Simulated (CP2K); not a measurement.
# How far to go with the cutoff of the density grid: NiAl (P4mm, 2 atoms in the cell)

```yaml
crystal:
  lattice:
    - [2.88133, 0.00000, 0.00000]
    - [0.00000, 2.88133, 0.00000]
    - [0.00000, 0.00000, 2.88133]
  atoms:
    - { symbol: Al, position: [0.50000, 0.50000, 0.51735] }
    - { symbol: Ni, position: [0.00000, 0.00000, 0.00000] }
```

Computed with LDA (Pade form), GPW, DZVP-MOLOPT-SR-GTH basis, GTH-PADE potentials (GTH_POTENTIALS) (CP2K).

Base settings: CUTOFF = 600 Ry; REL_CUTOFF = 50 Ry; SMEAR/METHOD = FERMI_DIRAC; ELECTRONIC_TEMPERATURE = 1160.45 K; KPOINTS/SCHEME = MONKHORST-PACK 4 4 4; GAMMA_CENTERED = T; XC_FUNCTIONAL = PADE; Al/BASIS_SET = DZVP-MOLOPT-SR-GTH; Al/POTENTIAL = GTH-PADE-q3; Ni/BASIS_SET = DZVP-MOLOPT-SR-GTH.

The second cell is the first with its lattice scaled by 0.98.

The mesh stays at the base's, so the ladder's end is converged at best in this setting alone.

Only quantities that move along the ladder and can be compared are tabulated.

The starting cell has typed, rounded lattice constants, without a prior relaxation at this level. Its lattice was rescaled by up to half a per cent. One atom was moved a little off its site on purpose. Spin polarisation is off. Values carry the incompleteness of an atom-centred basis. In the base run, with a pressure of about -11 GPa the cell is away from its equilibrium volume at this level. Without a gap this mesh is coarse (it stands for a supercell whose shortest vector is 12 Å).

```tsv
CUTOFF	free energy less the last step's (meV/atom)	energy of the compressed cell less the first (meV/atom)	pressure (GPa)
210 Ry	-144.34	19.32	1.01
240 Ry	-29.66	-14.39	-7.57
270 Ry	0.19	-44.23	-10.51
330 Ry	1.29	-26.41	-10.77
420 Ry	0.34	-26.36	-10.78
480 Ry	0.02	-26.27	-10.75
540 Ry	-0.03	-26.22	-10.75
660 Ry	-0.03	-26.25	-10.75
720 Ry	-0.03	-26.25	-10.75
900 Ry	-0.02	-26.25	-10.75
1050 Ry	-0.01	-26.25	-10.75
1200 Ry	0.00	-26.25	-10.75
1440 Ry	0.00	-26.25	-10.75
```

Coarsest CUTOFF that holds the energy of the compressed cell less the first within 0.2 meV/atom of the last step, with all finer ones: 330 Ry; the step before is off by 18 meV/atom.

Coarsest CUTOFF that holds the pressure within 0.05 GPa of the last step, with all finer ones: 330 Ry; the step before is off by 0.24 GPa.

Coarsest CUTOFF that holds the free energy within 2 meV/atom of the last step, with all finer ones: 270 Ry; the step before is off by 30 meV/atom.

The energy difference between the two cells stays within 1 meV/atom of the last step's from 330 Ry on, the total only from 420 Ry on: much of the error is common to both cells and cancels.

Left out of this page: 3 runs of the series outside the window shown, repeating another row's setting, or not comparable.
